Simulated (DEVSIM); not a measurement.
System: illuminated Si p-on-n cell, one wavelength, at 300 K.

Layer 1 from the left is Si, thickness (μm) 0.490, Na (cm⁻³) 3.9e18, τn (s) 1.6e-8, τp (s) 1e-7, absorption coefficient (cm⁻¹) 1500. Layer 2 from the left is Si, thickness (μm) 54.0, Nd (cm⁻³) 3.2e15, τn (s) 6e-7, τp (s) 6e-7, absorption coefficient (cm⁻¹) 1500.

Left contact: ohmic, minority electron recombination velocity 2e6 cm/s. Right contact: ohmic, minority hole recombination velocity 2000 cm/s. Voltage is applied to the left contact. Recombination: SRH at mid-gap, radiative, Auger. Gap narrowing is on: ΔEg = 6.92 meV × (l + √(l² + 0.5)), l = ln(N/1.3e17 cm⁻³), shared equally by both band edges. Light enters at the left, 2.9e16 photons cm⁻² s⁻¹, one pass, no reflection. Mobility is constant in doping.

The device is made up for the run: typed textbook-type constants, with dimensions and the other settings drawn at random. Values at 300 K.

Si: gap (eV) 1.124, affinity (eV) 4.05, permittivity 11.7, Nc (cm⁻³) 2.86e19, Nv (cm⁻³) 3.1e19, μn (cm²/Vs) 1417, μp (cm²/Vs) 470, B (cm³/s) 4.7e-15, Cn (cm⁶/s) 2.8e-31, Cp (cm⁶/s) 9.9e-32.

DEVSIM, 1D drift-diffusion, Boltzmann statistics, complete ionisation; no tunnelling, impact ionisation, image-force lowering or self-heating.

Dark forward current:

```
|V| (V)  |J| (A/cm²)
-------  -----------
0.05        1.347e-8
0.10        4.917e-8
0.15        1.548e-7
0.20        5.011e-7
0.25        1.827e-6
0.30        7.982e-6
0.35        4.197e-5
0.40       0.0002523
0.45        0.001633
0.50         0.01092
0.55         0.07285
0.60          0.4435
0.65           2.065
0.70           7.195
0.75           20.52
0.80           48.94
0.85           99.36
0.90           177.3
0.95           286.8
1.00           430.7
1.05           611.1
1.10           829.3
1.15            1086
1.20            1383
1.25            1720
1.30            2098
```

Task: Work out the local ideality factor n = ΔV / (kT/q · ln(J2/J1)) between the rows 0.15 and 0.20 V, 0.45 and 0.50 V, 1.25 and 1.30 V.

Result: kT/q = 25.85 mV. From 0.15 to 0.20 V: ln(5.011e-7/1.548e-7) = 1.175, n = 1.65. From 0.45 to 0.50 V: ln(0.01092/0.001633) = 1.900, n = 1.02, near the 1 of diffusion or emission over a barrier. From 1.25 to 1.30 V: ln(2098/1720) = 0.199, n = 9.74.

Task: What current could the absorbed light give at most, and what share is collected?

Result: Σ αd = 8.17, so qΦ(1 − exp(−Σ αd)) = 4.65 mA/cm². The simulated short-circuit current is 3.751 mA/cm², a share of 0.81.

Task: Estimate the open-circuit voltage by superposition: the voltage at which the dark current equals that short-circuit current.

Result: Interpolating ln J in the table gives 0.472 V. The simulation gives 0.472 V, the same within the digits that matter. Superposition holds where collection doesn't change with voltage.

Task: Estimate the fill factor from FF0 = (v − ln(v + 0.72))/(v + 1), v = qVoc/(nkT), with n from the dark curve.

Result: The rows about Voc, 0.45 and 0.50 V, give n = 1.02, so v = 17.9 and FF0 = 0.793. The simulation gives 0.787, the same within the digits that matter.
